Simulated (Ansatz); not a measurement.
Take SnO₂ in the rutile structure (space group P4_2/mnm, No. 136; a = 4.828 Å, c = 3.238 Å) as the base.

Levels (all Ansatz, a program for electronic structure, PAW): PBE (420 eV, spin-orbit coupling left out); r2SCAN (500 eV, no SOC).

Levels that relaxed their own cell: PBE and r2SCAN.

```
level   lattice parameter a  lattice parameter c
------  -------------------  -------------------
PBE                 4.828 Å              3.238 Å
r2SCAN              4.760 Å              3.201 Å
```

Measured: lattice parameter a 4.73735 Å (room temperature; as listed in Zenji Hiroi, Progress in Solid State Chemistry (2015)); lattice parameter c 3.1864 Å (room temperature; as listed in Zenji Hiroi, Progress in Solid State Chemistry (2015)).

Computed minus measured — lattice parameter a: PBE +1.9 %, r2SCAN +0.5 % (closest: r2SCAN); lattice parameter c: PBE +1.6 %, r2SCAN +0.5 % (closest: r2SCAN). Measured values not marked as corrected hold thermal and zero-point effects that the static-lattice runs lack.

Whether these cells are dynamically stable was not tested.
